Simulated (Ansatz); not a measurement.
The starting structures come from a database of crystals and need not be the phases stable at ambient conditions.

 Where the default PAW files enter, the runs use the earlier of Ansatz's two default sets.

Inside the gap of an insulator the Bloch states are evanescent, with a wavenumber k + iκ along the transport direction.

Here is the system:

```yaml
crystal:
  lattice:
    - [5.80571, 0.00000, 0.00000]
    - [0.00000, 5.80571, 0.00000]
    - [2.90285, -2.90285, 4.10525]
  atoms:
    - { symbol: Sc, position: [0.00000, 0.00000, 0.00000] }
    - { symbol: Ta, position: [0.50000, 0.50000, 0.00000] }
    - { symbol: Pb, position: [0.75000, 0.75000, 0.50000] }
    - { symbol: Pb, position: [0.25000, 0.25000, 0.50000] }
    - { symbol: O, position: [0.74382, 0.25618, 0.51236] }
    - { symbol: O, position: [0.25618, 0.74382, 0.48764] }
    - { symbol: O, position: [0.25618, 0.25618, 0.00000] }
    - { symbol: O, position: [0.74382, 0.74382, 0.00000] }
    - { symbol: O, position: [0.74382, 0.25618, 0.00000] }
    - { symbol: O, position: [0.25618, 0.74382, 0.00000] }
```

Space group of this cell: Fm-3m. The cell is taken as given; by r2SCAN its mean pressure is -5.0 GPa.

Transport runs along the normal of the first two printed cell vectors, the (001) plane of the conventional cell.

The gap is the functional's own, uncorrected, and κ follows it; spin-orbit coupling is left out. Mid-gap values are interpolated between the computed energies.

Estimate the band gap and the smallest decay constant κ at mid-gap that r2SCAN run with Ansatz (a first-principles code) returns for this system.

Gap 3.06 eV on a 8×8×8 mesh; κ = 0.217 1/Å, at the zone centre.
